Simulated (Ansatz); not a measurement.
We consider BaTiO3 (R3m, No. 160, 5 atoms in the cell; start COD 9014074), described by r²SCAN+rVV10 (Ansatz, a first-principles code, plane waves, PAW).

Numerical settings: plane-wave cutoff 560 eV, 8×8×8 k mesh, Fermi–Dirac smearing 0.01 eV, no spin polarisation, scalar-relativistic PAW data made under PBE.

Cell (relaxed at this level):

```cif
data_BaO3Ti
_chemical_formula_sum 'Ba1 Ti1 O3'
_space_group_name_H-M_alt 'P 1'
_space_group_IT_number 1
_cell_length_a 4.00442
_cell_length_b 4.00442
_cell_length_c 4.00442
_cell_angle_alpha 89.854
_cell_angle_beta 89.854
_cell_angle_gamma 89.854
loop_
_space_group_symop_operation_xyz
  'x, y, z'
loop_
_atom_site_label
_atom_site_type_symbol
_atom_site_fract_x
_atom_site_fract_y
_atom_site_fract_z
_atom_site_occupancy
Ba1 Ba 0.99897 0.99897 0.99897 1
Ti1 Ti 0.48687 0.48687 0.48687 1
O1 O 0.51025 0.51025 0.01797 1
O2 O 0.01797 0.51025 0.51025 1
O3 O 0.51025 0.01797 0.51025 1
```

### Question
Predict the band gap and smallest direct gap on the k points sampled.

### Answer

* **band gap**: 2.74 eV
* **smallest direct gap on the k points sampled**: 3.08 eV

Note: the relaxation could not lower the start's symmetry, so a distorted cell can lie lower.

Spin–orbit coupling is not included.

Computed values are for the static lattice.
